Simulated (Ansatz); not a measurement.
The starting structures come from a database of crystals and need not be the phases stable at ambient conditions.

 Where the default PAW files enter, the runs use the earlier of Ansatz's two default sets.

By PBEsol, the system below comes out a metal.

Data:

```
CELL_PARAMETERS angstrom
      5.61993     0.00000     0.00000
      0.00000     8.07723     0.00000
      0.00000    -4.03862     6.99509
ATOMIC_POSITIONS crystal
  Zr 0.25000 0.74589 0.00000
  Zr 0.75000 0.25411 0.00000
  Zr 0.75000 0.00000 0.25411
  Zr 0.25000 0.00000 0.74589
  Zr 0.25000 0.25411 0.25411
  Zr 0.75000 0.74589 0.74589
  Zr 0.50000 0.66667 0.33333
  Zr 0.50000 0.33333 0.66667
  Zr 0.00000 0.33333 0.66667
  Zr 0.00000 0.66667 0.33333
  Ge 0.25000 0.00000 0.38805
  Ge 0.75000 0.00000 0.61195
  Ge 0.75000 0.38805 0.38805
  Ge 0.25000 0.61195 0.61195
  Ge 0.25000 0.38805 0.00000
  Ge 0.75000 0.61195 0.00000
```

Space group of this cell: P6_3/mcm. The cell is taken as given; by PBEsol its mean pressure is -3.4 GPa.

The current flows along the normal of the first two printed cell vectors, the (100) plane of the conventional cell. No spin-orbit coupling; the value is a mean over 0.1 eV about the Fermi level.

Q: Give the ballistic conductance per area that PBEsol run with Ansatz (a program for electronic structure) yields.

A: 0.24 × 10¹⁵ S/m² for both spins.
